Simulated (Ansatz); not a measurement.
Worked calculations on one periodic cell of amorphous Hf18O37Li2: Hf18O37Li2, 57 atoms, volume 722.2 Å³, made by a melt-quench on the CHGNet potential and relaxed with DFT. O atoms were pushed apart under 1.9 Å during the dynamics, to hinder bonds among them. It is a model cell: composition and starting density were chosen by hand, and all elements were melted together. Cycles of charging were run to anneal it. Calculation: PBE, scalar-relativistic without spin-orbit coupling (plane waves to 420 eV, PAW; Ansatz, a program for electronic structure). Sampling: a 2×2×2 Γ-centred mesh; Fermi-Dirac width 0.02 eV; no spin polarisation. Its volume was held where the quench left it, its shape was free, and it stands at a mean pressure of -2.6 GPa with stress components up to 2.7 GPa; the relaxation ran on the zone centre alone. Its density went from a set 8.78 to 8.78 g/cm³. The cell is small and was quenched far faster than a real film, so it is one sample of the glass.

**Question.** Count formal charges (Hf +4, O -2, Li +1). What does the count lead one to expect at the Fermi level, and what does the calculation give?

**Answer.** 18 × (+4) + 37 × (-2) + 2 × (+1) = 0. The charges balance, so the anion-derived valence states can be full and a gap can open. On this mesh the highest filled and lowest empty level lie 3.78 eV apart, the PBE gap of this cell, with a localised state at one edge or both.

Four energies for an added electron at PBE on the zone centre alone (charged cells in a uniform background, spin-polarised): neutral at the neutral geometry -304481.466 eV; charged at the neutral geometry -304465.911 eV; charged and relaxed -304466.404 eV; neutral at the charged geometry -304480.784 eV.

**Question.** Find the two relaxation energies and their sum, the reorganisation energy.

**Answer.** On charging: -304465.911 − (-304466.404) = 0.493 eV. On discharging: -304480.784 − (-304481.466) = 0.682 eV. The sum is 1.175 eV. The carrier's level spreads over 11 of the 57 atoms' worth, so it counts as partly localised, most on one Hf atom with neighbours O 2.10 Å, O 2.11 Å, O 2.12 Å, O 2.17 Å, O 2.18 Å, O 2.26 Å, O 2.31 Å (neutral geometry). The values are uncorrected: the image energy of a point charge in this cell, 2.84 × 14.40 / (2 × 9.0) = 2.3 eV before screening, is screened by electrons alone at the fixed geometry and by ions too after relaxing, and the carrier can be spread before it relaxes, so each term can be off by up to that value times 1/ε∞, some tenths of an eV. PBE's self-interaction favours spread-out carriers, so a hybrid can localise more.

Four energies for a hole at PBE on the zone centre alone (charged cells in a uniform background, spin-polarised): neutral at the neutral geometry -304481.466 eV; charged at the neutral geometry -304493.208 eV; charged and relaxed -304493.371 eV; neutral at the charged geometry -304480.640 eV.

**Question.** Find the two relaxation energies and their sum, the reorganisation energy.

**Answer.** On charging: -304493.208 − (-304493.371) = 0.163 eV. On discharging: -304480.640 − (-304481.466) = 0.826 eV. The sum is 0.989 eV. The carrier's level spreads over 4 of the 57 atoms' worth, so it counts as localised, most on one O atom with neighbours Hf 2.14 Å, Hf 2.23 Å, Hf 2.27 Å, Hf 2.47 Å (neutral geometry). The values are uncorrected: the image energy of a point charge in this cell, 2.84 × 14.40 / (2 × 9.0) = 2.3 eV before screening, is screened by electrons alone at the fixed geometry and by ions too after relaxing, and the carrier can be spread before it relaxes, so each term can be off by up to that value times 1/ε∞, some tenths of an eV. PBE's self-interaction favours spread-out carriers, so a hybrid can localise more.
